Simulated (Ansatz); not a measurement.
zinc-blende ZnSe: the defect Se_Zn

These are PBE, PAW (plane waves to 420 eV; Ansatz, an electronic-structure program) values and carry that method's errors. A supercell of 64 sites (2×2×2 repeats of a cell of 8 atoms) was used; the energies come from a 2×2×2 shifted sampling of its zone. Site at the start: the Zn site. Energies of charged states are corrected for periodic images (point charge plus alignment at distant sites). Dielectric constants: PBE linear response of the host. Host gap at this level: 1.15 eV. These values are not converged in cell size to better than tenths of an eV. PBE underestimates the host's gap, which shifts levels and can delocalise carriers. Spin–orbit coupling is left out. Each state is the lowest found from its start.

Formation energies E_f are given with the Fermi level at the valence-band maximum. Chemical conditions: Se-rich (Δμ(Se) = 0.00 eV, Δμ(Zn) = -1.43 eV; only phases computed here count, gases as isolated molecules at 0 K); Zn-rich (Δμ(Se) = -1.43 eV, Δμ(Zn) = 0.00 eV; only phases computed here count, gases as isolated molecules at 0 K). Reference phases: Se: trigonal Se, Zn: hcp Zn.

In at least one state atoms left their starting sites on relaxation (a large move, or an atom on the emptied site), so the name describes the start.

Charges with a result: +2, +1, 0, −1, −2. Others weren't obtained, and one of them could lie lower, also by skipping a charge.

```json
[
 {"charge": "+2†", "moment (μB)": "not spin-polarised", "largest move off a lattice site (Å)": "0.13", "image correction with alignment (eV)": "0.71", "E_f, Se-rich (eV)": "–", "E_f, Zn-rich (eV)": "–"},
 {"charge": "+1", "moment (μB)": "1.0", "largest move off a lattice site (Å)": "0.51", "image correction with alignment (eV)": "0.20", "E_f, Se-rich (eV)": "1.30", "E_f, Zn-rich (eV)": "4.15"},
 {"charge": "0", "moment (μB)": "not spin-polarised", "largest move off a lattice site (Å)": "0.87", "image correction with alignment (eV)": "0.00", "E_f, Se-rich (eV)": "1.58", "E_f, Zn-rich (eV)": "4.43"},
 {"charge": "−1†", "moment (μB)": "3.0", "largest move off a lattice site (Å)": "0.36", "image correction with alignment (eV)": "0.12", "E_f, Se-rich (eV)": "–", "E_f, Zn-rich (eV)": "–"},
 {"charge": "−2", "moment (μB)": "not spin-polarised", "largest move off a lattice site (Å)": "1.61", "image correction with alignment (eV)": "0.49", "E_f, Se-rich (eV)": "4.39", "E_f, Zn-rich (eV)": "7.24"}
]
```

† Not settled in this cell, so no level is given: charge +2: level within 0.1 eV of a band edge or past it; charge −1: a level filled in part.

Starting moments that weren't kept: charge −1 began with 1 μB and ended with 3.0.

Transition levels above the valence-band maximum: ε(+1/0) = 0.28 eV. With a charge missing or unsettled, these needn't be thermodynamic levels.

Flagged in the runs: a strain field that reaches the edge of the cell.
